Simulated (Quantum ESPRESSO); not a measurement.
Input and output of a self-consistent single point for GaSb (F-43m, 2 atoms in the cell) (Quantum ESPRESSO).

Method: PBE, PSlibrary PAW (PBE) pseudopotentials (plane waves; Quantum ESPRESSO).

The change in words: lattice scaled by 0.98. Reference geometry:
```xyz
2
Lattice="0.0000 3.0500 3.0500 3.0500 0.0000 3.0500 3.0500 3.0500 0.0000" Properties=species:S:1:pos:R:3 pbc="T T T"
Ga     0.0000     0.0000     0.0000
Sb     1.5250     1.5250     1.5250
```

Reference input (self-consistent single point, DFT, PBE, plane waves, PSlibrary PAW (PBE) pseudopotentials): ecutwfc = 70 Ry; ecutrho = 420 Ry; occupations = smearing; smearing = fd; degauss = 0.000734986 Ry; potentials = {Ga: Ga.pbe-dn-kjpaw_psl.1.0.0.UPF, Sb: Sb.pbe-n-kjpaw_psl.1.0.0.UPF}; K_POINTS = automatic 8 8 8 0 0 0; conv_thr = 1e-11 Ry. This run's input differs from it in these lines:

```diff
@@ -27,3 +27,3 @@
 Ga    0.00000000    0.00000000    0.00000000
-Sb    1.52500000    1.52500000    1.52500000
+Sb    1.49450000    1.49450000    1.49450000
 K_POINTS {automatic}
@@ -31,5 +31,5 @@
 CELL_PARAMETERS {angstrom}
-   0.00000000     3.05000000     3.05000000
-   3.05000000     0.00000000     3.05000000
-   3.05000000     3.05000000     0.00000000
+   0.00000000     2.98900000     2.98900000
+   2.98900000     0.00000000     2.98900000
+   2.98900000     2.98900000     0.00000000
```

The program printed (abridged):

```
     Self-consistent Calculation

     iteration #  1     ecut=    70.00 Ry     beta= 0.70

---- Real-time Memory Report at c_bands before calling an iterative solver
           215 MiB given to the printing process from OS
            61 MiB allocation reported by mallinfo(arena+hblkhd)
------------------

     Threshold (ethr) on eigenvalues was too large:
     Diagonalizing with lowered threshold

---- Real-time Memory Report at c_bands before calling an iterative solver
           241 MiB given to the printing process from OS
            74 MiB allocation reported by mallinfo(arena+hblkhd)
------------------

   [... lines left out ...]

---- Real-time Memory Report at c_bands before calling an iterative solver
           255 MiB given to the printing process from OS
            87 MiB allocation reported by mallinfo(arena+hblkhd)
------------------

     total energy              =    -625.60612106 Ry
     estimated scf accuracy    <          3.6E-11 Ry

     iteration # 18     ecut=    70.00 Ry     beta= 0.70

---- Real-time Memory Report at c_bands before calling an iterative solver
           255 MiB given to the printing process from OS
            87 MiB allocation reported by mallinfo(arena+hblkhd)
------------------
     End of self-consistent calculation

     the Fermi energy is     7.0882 ev

!    total energy              =    -625.60612106 Ry
     estimated scf accuracy    <          2.8E-13 Ry
     smearing contrib. (-TS)   =      -0.00000000 Ry
     internal energy E=F+TS    =    -625.60612106 Ry

      -> PAW hartree energy AE =     151.37282811 Ry
      -> PAW hartree energy PS =    -149.43984755 Ry
      -> PAW xc energy AE      =    -491.34935369 Ry
      -> PAW xc energy PS      =      49.90939825 Ry
      -> total E_H with PAW    =      80.30182827 Ry
      -> total E_XC with PAW   =    -491.90543515 Ry

     convergence has been achieved in  18 iterations

     Forces acting on atoms (cartesian axes, Ry/au):

     atom    1 type  1   force =     0.00000000    0.00000000   -0.00000000
     atom    2 type  2   force =    -0.00000000   -0.00000000    0.00000000

     Total force =     0.000000     Total SCF correction =     0.000000

          total   stress  (Ry/bohr**3)                   (kbar)     P=       67.64
   0.00045983  -0.00000000  -0.00000000           67.64       -0.00       -0.00
  -0.00000000   0.00045983  -0.00000000           -0.00       67.64       -0.00
  -0.00000000  -0.00000000   0.00045983           -0.00       -0.00       67.64

   JOB DONE.
```

The run converged in 18 iterations. Against the reference run the free energy goes up by 49.0 meV/atom, the pressure goes from 2.71 to 6.76 GPa and the gap on the mesh goes from 0.120 to 0.558 eV.

The starting cell has typed, rounded lattice constants, without a prior relaxation at this level. For this run, on top of that: lattice scaled by 0.98. Spin-orbit coupling is off. With a pressure of about 7 GPa the cell is away from its equilibrium volume at this level.

Cost on one core of a shared machine: roughly 60 s.
